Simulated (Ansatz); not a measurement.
Seebeck coefficient (μV/K, mean over directions) of n-type MgF2 (P4_2/mnm) against carrier density, PBEsol, rigid bands run with Ansatz (a program for electronic structure). Computed gap 6.89 eV; densities at which minority carriers matter at this gap, or further valleys turn the trend, are left out. Conductivity mass 0.53 mₑ (harmonic mean over directions), N_c = 1.0e19 cm⁻³ at 300 K.

| electron density | 300 K | 500 K |
|---|---|---|
| 1e16 cm⁻³ | -807 | -874 |
| 1e17 cm⁻³ | -609 | -675 |
| 1e18 cm⁻³ | -411 | -477 |
| 3e18 cm⁻³ | -318 | -383 |
| 1e19 cm⁻³ | -220 | -282 |
| 3e19 cm⁻³ | -139 | -194 |
| 1e20 cm⁻³ | ___ | ___ |
| 3e20 cm⁻³ | -36 | -59 |
| 1e21 cm⁻³ | -17 | ___ |

Problem. Some entries are withheld; supply them.

Solution. 
- 1e20 cm⁻³, 300 K: -72
- 1e20 cm⁻³, 500 K: -112
- 1e21 cm⁻³, 500 K: -28

Rigid bands with a gap fixed in temperature, one relaxation time for all states, no polarons or phonon drag, and whether or not such doping can be reached. Spin-orbit coupling is left out.
